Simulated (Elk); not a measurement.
```
CELL_PARAMETERS angstrom
      0.00000     3.02415     3.02415
      3.02415     0.00000     3.02415
      3.02415     3.02415     0.00000
ATOMIC_POSITIONS crystal
  La 0.00827 0.00827 0.99173
  P  0.50000 0.50000 0.50000
```

Computed with LDA (PW92), all-electron FP-LAPW, Elk's shipped species files, APW+lo basis with extra local orbitals in Elk.

The set-up and first iterations of an Elk log for LaP (I4mm, 2 atoms in the cell):

```
│ Elk code version 10.2.4 │

All units are atomic (Hartree, Bohr, etc.)

│ Ground-state run starting from atomic densities │

Lattice vectors :
   0.000000000       5.714815261       5.714815261
   5.714815261       0.000000000       5.714815261
   5.714815261       5.714815261       0.000000000

Unit cell volume      :    373.2816001
Brillouin zone volume :   0.6645122968

Muffin-tin inner radius fraction :   0.1000000000E-01

Nuclei treated as point charges

Species :    1 (La)
 parameters loaded from : La.in
 name : lanthanum
 nuclear charge    :   -57.00000000
 electronic charge :    57.00000000
 atomic mass :    253209.2364
 muffin-tin radius :    2.800000000
 number of radial points in muffin-tin :    697
 atomic positions (lattice), magnetic fields (Cartesian) :
   1 :   0.00000000  0.00000000  0.00000000    0.00000000  0.00000000  0.00000000

Species :    2 (P)
 parameters loaded from : P.in
 name : phosphorus
   [... lines left out ...]
 using average radius
Maximum |G+k| for APW functions       :    3.200000000
Maximum (1/2)|G+k|²                   :    5.120000000
Maximum |G| for potential and density :    16.00000000
 potential will be trimmed for |G| > 2 gkmax
Constant for pseudocharge density :   11
Radial integration step length :    4

G-vector grid sizes :     42    42    42
Number of G-vectors :    25821

Maximum angular momentum used for
 APW functions                      :    8
 outer part of muffin-tin           :    6
 inner part of muffin-tin           :    3

Total nuclear charge    :   -72.00000000
Total core charge       :    56.00000000
Total valence charge    :    16.00000000
Total excess charge     :    0.000000000
Total electronic charge :    72.00000000

Effective Wigner radius, rₛ :    1.073672490

Number of empty states         :    8
Total number of valence states :   16
Total number of core states    :   56

Conduction state local-orbitals added automatically
Total number of local-orbitals :  144

Exchange-correlation functional :      3     0     0
 Perdew-Wang/Ceperley-Alder, Phys. Rev. B 45, 13244 (1992)
 gradient requirement :    0
 local density approximation (LDA)

Smearing type :    3
 Fermi-Dirac
Smearing width :   0.3674930000E-02
Effective electronic temperature (K) :    1160.451112

Mixing type :    3
 Broyden mixing, J. Phys. A: Math. Gen. 17, L317 (1984)

Kohn-Sham potential initialised from atomic data
│ Self-consistent loop started │
│ Loop number : 1 │
 total energy                :     -8840.75572438
│ Loop number : 2 │
 total energy                :     -8840.73851379
RMS change in Kohn-Sham potential (target) :   0.1275921850     (  0.3700000000E-15)
Absolute change in total energy (target)   :   0.1721059061E-01 (  0.3700000000E-13)
│ Loop number : 3 │
 total energy                :     -8840.38401582
RMS change in Kohn-Sham potential (target) :   0.1209890924     (  0.3700000000E-15)
Absolute change in total energy (target)   :   0.3588006186     (  0.3700000000E-13)
│ Loop number : 4 │
 total energy                :     -8837.30339750
RMS change in Kohn-Sham potential (target) :   0.7343810220E-01 (  0.3700000000E-15)
Absolute change in total energy (target)   :    3.170318475     (  0.3700000000E-13)
│ Loop number : 5 │
 total energy                :     -8834.42147113
RMS change in Kohn-Sham potential (target) :   0.3053772550E-01 (  0.3700000000E-15)
Absolute change in total energy (target)   :    3.674505990     (  0.3700000000E-13)
│ Loop number : 6 │
 total energy                :     -8832.99310473
RMS change in Kohn-Sham potential (target) :   0.1014253131E-01 (  0.3700000000E-15)
Absolute change in total energy (target)   :    2.346992897     (  0.3700000000E-13)
│ Loop number : 7 │
 total energy                :     -8832.38970720
RMS change in Kohn-Sham potential (target) :   0.8505796480E-03 (  0.3700000000E-15)
   [... lines left out ...]
```

**Question.** How does the run end?

**Answer.** The run ended unconverged after 100 iterations. It gives no final result for the task that was set. The log goes on:

```
 total energy                :     -8832.39035751
RMS change in Kohn-Sham potential (target) :   0.2196607807E-08 (  0.3700000000E-15)
   [... lines left out ...]
RMS change in Kohn-Sham potential (target) :   0.2268905362E-08 (  0.3700000000E-15)
Absolute change in total energy (target)   :   0.6801928976E-07 (  0.3700000000E-13)
│ Loop number : 98 │
 total energy                :     -8832.39035756
RMS change in Kohn-Sham potential (target) :   0.3491023960E-08 (  0.3700000000E-15)
Absolute change in total energy (target)   :   0.6217305781E-07 (  0.3700000000E-13)
│ Loop number : 99 │
 total energy                :     -8832.39035747
RMS change in Kohn-Sham potential (target) :   0.2958355076E-08 (  0.3700000000E-15)
Absolute change in total energy (target)   :   0.7156813808E-07 (  0.3700000000E-13)
│ Loop number : 100 │
Reached self-consistent loops maximum

Energies :
 Fermi                       :     0.255088923128
 total energy                :     -8832.39035755

Density of states at Fermi energy :    17.99002965
 (states/Hartree/unit cell)

Estimated indirect band gap :   0.1730784097E-01
 from k-point      1 to k-point     10
Estimated direct band gap   :   0.2963604809E-01
 at k-point      5

Charges :
 core                        :    56.00000000
 valence                     :    16.00000000
 interstitial                :    4.113498994
 muffin-tins (core leakage)
  species :    1 (La)
   atom    1                 :    54.54587084     (  0.2264390306E-03)
  species :    2 (P)
   atom    1                 :    13.34063016     (  0.3183664410E-03)
 total in muffin-tins        :    67.88650101
 total calculated charge     :    71.99818646
 total charge                :    72.00000000
 error                       :   0.1813543139E-02

│ Self-consistent loop stopped │
```

The starting cell comes from a database of computed structures (which also holds hypothetical and non-ambient phases and stackings), without a prior relaxation at this level. Its lattice was rescaled by up to half a per cent. One atom was moved a little off its site on purpose. Values depend on the basis (sphere radii, cutoffs, local orbitals), which need not be converged.

The run was DFT, LDA (PW92), all-electron FP-LAPW, Elk's shipped species files, APW+lo basis with extra local orbitals. Main settings of its input:

- rgkmax: 8
- swidth: 0.00367493 Ha
- ngridk: 4 4 4
- gmaxvr: 16 1/bohr
- nxlo: 2
- lorbcnd: true
- lmaxi: 3
- epspot: 3.7e-16 Ha
- epsengy: 3.7e-14 Ha
- maxscl: 100
